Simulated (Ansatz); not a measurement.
A computed series for hypothetical zinc blende KH: response to strain

Take KH in the zinc blende structure (space group F-43m, No. 216; a = 6.126 Å; a hypothetical phase, not in the database extracts checked) as the base. Axes: x, y, z lie along the cube axes.

Strains are applied to the cell and any free atomic positions relax; under biaxial strain the out-of-plane vector relaxes too.

Method: PBEsol (Ansatz, a program for electronic structure; PAW; 420 eV plane waves; no SOC).

Notes on the quantities. energy relative to the base: free energy F.

```tsv
variant	gap character	band gap	energy relative to the base	electron mass
base	–	3.54 eV	0 meV/atom	1.1 mₑ along k, 1.3 mₑ across (at L)
biaxial strain −2.23 %, plane normal [001], relaxed out of plane	indirect, X → M	___	___	___
biaxial strain −1.16 %, plane normal [001], relaxed out of plane	indirect, X → N	3.54 eV	+0.1 meV/atom	1.1 mₑ along k, 1.3 mₑ across (at L)
biaxial strain −4.42 %, plane normal [111], relaxed out of plane	indirect, F → T	3.30 eV	+7.4 meV/atom	0.76 mₑ along k, 1.2 mₑ across (at L)
biaxial strain +0.34 %, plane normal [111], relaxed out of plane	indirect, F → L	3.53 eV	0.0 meV/atom	1.1 mₑ along k, 1.3 mₑ across (at L)
biaxial strain +2.93 %, plane normal [111], relaxed out of plane	indirect, F → L	3.43 eV	+2.9 meV/atom	0.91 mₑ along k, 1.3 mₑ across (at L)
uniaxial strain ε_xx = −1.76 %	indirect, M → N	3.55 eV	+0.3 meV/atom	1.1 mₑ along k, 1.4 mₑ across (at L)
uniaxial strain ε_zz = +4.27 %	indirect, X → N	3.48 eV	+1.8 meV/atom	1.0 mₑ along k, 1.3 mₑ across (at L)
tensor shear ε_yz = +3.07 %	indirect, T → S	3.41 eV	+1.9 meV/atom	0.88 mₑ along k, 1.2 mₑ across (at L)
tensor shear ε_xz = −1.60 %	indirect, T → S	3.48 eV	+0.5 meV/atom	0.98 mₑ along k, 1.3 mₑ across (at L)
```

### Question
Complete the table.

### Answer

- biaxial strain −2.23 %, plane normal [001], relaxed out of plane, band gap: 3.51 eV
- biaxial strain −2.23 %, plane normal [001], relaxed out of plane, energy relative to the base: +0.4 meV/atom
- biaxial strain −2.23 %, plane normal [001], relaxed out of plane, electron mass: 2.5 mₑ along k, 0.87 mₑ across (at X)

Effective masses come from finite differences of ±0.01 Å⁻¹. Along k means along the line from Γ to the band edge. Stability against distortions was not tested. Labels are those of the standard path for the cell's own space group.
